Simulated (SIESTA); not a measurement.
Band structure of MgO (Fm-3m, 2 atoms in the cell).

```yaml
crystal:
  lattice:
    - [0.00000, 2.10500, 2.10500]
    - [2.10500, 0.00000, 2.10500]
    - [2.10500, 2.10500, 0.00000]
  atoms:
    - { symbol: Mg, position: [0.00000, 0.00000, 0.00000] }
    - { symbol: O, position: [0.50000, 0.50000, 0.50000] }
```

Computed with GGA PBE, numerical atomic orbitals DZP, PseudoDojo PBE standard norm-conserving potentials (rewritten from UPF to PSML) run with SIESTA.

Settings: XC.functional = GGA; XC.authors = PBE; potentials = PseudoDojo PBE standard; PAO.BasisSize = DZP; PAO.EnergyShift = 0.01 Ry; MeshCutoff = 300 Ry; kgrid.MonkhorstPack = 7 7 7; OccupationFunction = FD; ElectronicTemperature = 10 meV; MaxSCFIterations = 150; SCF.Mixer.Method = Pulay; SCF.Mixer.Weight = 0.25; SCF.Mixer.History = 8; SCF.DM.Tolerance = 1.0E-04.

The starting cell has typed, rounded lattice constants, without a prior relaxation at this level. Values carry the incompleteness of an atom-centred basis.

Q: Predict the gap along the standard path and the places of the band edges.

A: The gap along the path is 4.63 eV, direct at Γ to within 0.01 eV.

Levels in eV from the top of the valence band on the path, bands 5 to 9:
| point | 5 | 6 | 7 | 8 | 9 |
|---|---|---|---|---|---|
| Γ | -17.27 | 0.00 | 0.00 | 0.00 | 4.63 |
| X | -15.63 | -4.11 | -1.33 | -1.33 | 10.01 |
| W | -15.57 | -2.95 | -2.95 | -1.81 | 12.26 |
| K | -15.61 | -3.50 | -2.73 | -1.11 | 11.00 |
| L | -15.89 | -4.69 | -0.62 | -0.62 | 8.09 |
| U | -15.61 | -3.50 | -2.73 | -1.11 | 11.00 |

Higher empty bands are left out: an atom-centred basis made for the valence describes them poorly.
